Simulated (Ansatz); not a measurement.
```xyz
10
Lattice="0.0000 5.8241 5.8241 5.8241 0.0000 5.8241 5.8241 5.8241 0.0000" Properties=species:S:1:pos:R:3 pbc="T T T"
K      5.8241     5.8241     5.8241
Cs     8.7361     8.7361     8.7361
Cs     2.9120     2.9120     2.9120
Y      0.0000     0.0000     0.0000
Br     2.7517     5.8241     5.8241
Br     8.8964     5.8241     5.8241
Br     5.8241     2.7517     5.8241
Br     5.8241     8.8964     5.8241
Br     5.8241     5.8241     2.7517
Br     5.8241     5.8241     8.8964
```

The cell is a database entry relaxed within its symmetry; it need not be the phase found at ambient conditions. Dynamical quadrupoles are not included in the interpolation of the phonons between the solved wave vectors.

Is this relaxed cell dynamically stable according to harmonic phonons (finite displacements on a 2×2×2 mesh, PBEsol density-functional theory in Ansatz (plane waves, PAW), k mesh 4×4×4)? If not, where is the strongest instability?

No. The softest mode is 31i cm⁻¹ at q = (0.000, 0.000, 0.000) in fractions of the reciprocal vectors of this cell, and 8 of the 8 wave vectors of the mesh carry a mode beyond 15i cm⁻¹.

The PAW data sets were generated under PBE and serve the other functionals too.

Ansatz is a program for electronic structure.
